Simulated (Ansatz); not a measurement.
An Ansatz (a first-principles code) input (r2SCAN (Ansatz, PAW, spin-orbit coupling left out), earlier PAW set):

Ansatz 0.2 input:
```yaml
crystal:
  lattice:
    - [-3.1326465981, 3.1326465981, 3.1326465981]
    - [3.1326465981, -3.1326465981, 3.1326465981]
    - [3.1326465981, 3.1326465981, -3.1326465981]
  atoms:
    - { symbol: Cs, position: [0, 0, 0] }
basis: { ecutwfc: 500, ecutrho_ratio: 4, xc_grid: 4, fft_grid_basis: typed }
kpoints: { mp_grid: { grid: [11, 11, 11] } }
hamiltonian:
  xc: r2scan
  dispersion: none
  pseudopotentials: { azcp: { folder: ./paw }, kind: paw }
scf: { occupations: { method: fermi_dirac, width: 0.05 }, convergence: { dr2_threshold: 0.0000000001 } }
output: { forces: true, stress: true }
checkpoint: { write: state.ck, write_every: 1000 }
```

### Question
Which symmetry and how many k-points will the program report, and about how many plane waves at Γ?

### Answer
Space group Im-3m (ITA 229) with 48 operations, k-points 56 of 1331, and 3103 plane waves at Γ.

Whether these cells are dynamically stable was not tested. The final runs are not spin-polarised. The cell was made from Li by this change: Li → Cs.
